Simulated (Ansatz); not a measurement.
Evanescent states of Al₂O₃ (R-3c, corundum, 10 atoms a cell, 8.7 Å³ an atom, -7 GPa at this level) along the normal of (110)

The numbers are results of r2SCAN (plane waves, PAW; Ansatz, a first-principles code), not measurements.

The gap is the functional's own, uncorrected, and κ follows it; spin-orbit coupling is left out. Mid-gap means the computed energy nearest the middle.

Energies count from the valence-band top; κ is the least over a 6×4 mesh across the current.

| E (eV) | κ (1/Å) | where |
|---|---|---|
| 0.15 | 0.149 | Γ |
| 0.47 | 0.224 | Γ |
| 0.78 | 0.272 | Γ |
| 1.08 | 0.306 | Γ |
| 1.40 | 0.333 | Γ |
| 1.71 | [?] | Γ |
| 2.02 | [?] | Γ |
| 2.33 | [?] | Γ |
| 2.63 | [?] | Γ |
| 2.94 | [?] | Γ |
| 3.25 | [?] | Γ |
| 3.56 | [?] | Γ |
| 3.88 | [?] | Γ |
| 4.18 | [?] | Γ |
| 4.50 | [?] | Γ |
| 4.80 | [?] | Γ |
| 5.12 | [?] | Γ |
| 5.42 | 0.318 | Γ |
| 5.74 | 0.287 | Γ |
| 6.04 | 0.248 | Γ |
| 6.36 | 0.193 | Γ |
| 6.67 | 0.098 | Γ |

**Question.** Some entries are withheld; supply them.

**Answer.** 
- 1.71, κ (1/Å): 0.353
- 2.02, κ (1/Å): 0.369
- 2.33, κ (1/Å): 0.381
- 2.63, κ (1/Å): 0.389
- 2.94, κ (1/Å): 0.394
- 3.25, κ (1/Å): 0.396
- 3.56, κ (1/Å): 0.396
- 3.88, κ (1/Å): 0.392
- 4.18, κ (1/Å): 0.385
- 4.50, κ (1/Å): 0.374
- 4.80, κ (1/Å): 0.360
- 5.12, κ (1/Å): 0.342
